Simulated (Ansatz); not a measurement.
**Si under load (space group Fd-3m): band-edge transport data**

```
CELL_PARAMETERS angstrom
      0.00000     2.73496     2.73496
      2.73496     0.00000     2.73496
      2.73496     2.73496     0.00000
ATOMIC_POSITIONS crystal
  Si 0.00000 0.00000 0.00000
  Si 0.25000 0.25000 0.25000
```

The numbers are results of r2SCAN with spin-orbit coupling, rigid bands (plane waves, PAW; Ansatz, a first-principles code), not measurements. Condition of this run: hydrostatic pressure of -1.8 GPa (compression positive) (the target of the relaxation). How the cell was made: cell and atoms relaxed with PBEsol, then loaded as said.

| Item | Result |
|---|---|
| band gap | 0.78 eV |
| electron conductivity mass (300 K, dilute) | 0.28 mₑ |
| hole conductivity mass (300 K, dilute) | 0.35 mₑ |
| effective density of states N_c (300 K) | 3.0e19 cm⁻³ |
| effective density of states N_v (300 K) | 2.0e19 cm⁻³ |
| density-of-states mass, electrons | 1.11 mₑ |
| density-of-states mass, holes | 0.87 mₑ |
| Seebeck coefficient, n-type 1e19 cm⁻³, 300 K | -308 μV/K |
| best n-type power factor at 300 K for τ = 10 fs (best axis; densities from 1e16 to 1e21 cm⁻³ tried, whether or not they can be reached) | 16.7 μW/(cm·K²) at 1e20 cm⁻³ |
| Seebeck coefficient, p-type 1e19 cm⁻³, 300 K | 311 μV/K |
| best p-type power factor at 300 K for τ = 10 fs (best axis; densities from 1e16 to 1e21 cm⁻³ tried, whether or not they can be reached) | 15.4 μW/(cm·K²) at 1e20 cm⁻³ |

Rigid bands; masses and Seebeck coefficients take one relaxation time τ for all states and one kind of carrier; polarons and phonon drag are left out. Geometry: cell and atoms relaxed with PBEsol.
